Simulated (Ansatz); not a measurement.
MgO (I4/mmm), PBEsol, rigid bands in Ansatz (a program for electronic structure): Condition of this run: uniaxial stress zz = -1 GPa (compression positive) (the target of the relaxation). band gap 4.59 eV, N_c = 5.09e18 cm⁻³ and N_v = 2.30e20 cm⁻³ at 300 K, conductivity masses along x (a = (0.00, 2.11, 2.12) Å; b = (2.11, 0.00, 2.12) Å; c = (2.11, 2.11, 0.00) Å) of 0.352 mₑ (electrons) and 2.27 mₑ (holes). Take k_BT = 0.02585 eV.

Problem. What thermal injection velocity √(2k_BT/πm) limits a ballistic channel along the direction named?

Solution. 9.07e6 cm/s for electrons and 3.57e6 cm/s for holes, a ratio of √(m_h/m_e) = 2.54, for dilute carriers.

Problem. Find the intrinsic carrier density and the intrinsic Fermi level.

Solution. n_i = √(N_c N_v) exp(−E_g/2k_BT) = 3.42e19 × exp(−88.77) = 9.5e-20 cm⁻³. The level lies (k_BT/2) ln(N_v/N_c) = 49 meV from mid-gap (positive towards the conduction band). Each 0.1 eV added to the gap lowers n_i by a factor of 6.9.

Problem. A film of it is 3 nm thick, with its normal along the direction named. Estimate the confinement energies in an infinite well.

Solution. ħ²π²/(2m t²) = 0.376 eV·nm²/(m/mₑ × t²) gives 119 meV for electrons and 18.4 meV for holes, so the gap would widen to about 4.73 eV. Finite barriers and nonparabolic bands lower this, and with several valleys or bands the heaviest mass along the normal sets the lowest level, not this average.

Rigid, parabolic bands with the computed gap; masses take one relaxation time for all states. Spin-orbit coupling is left out.
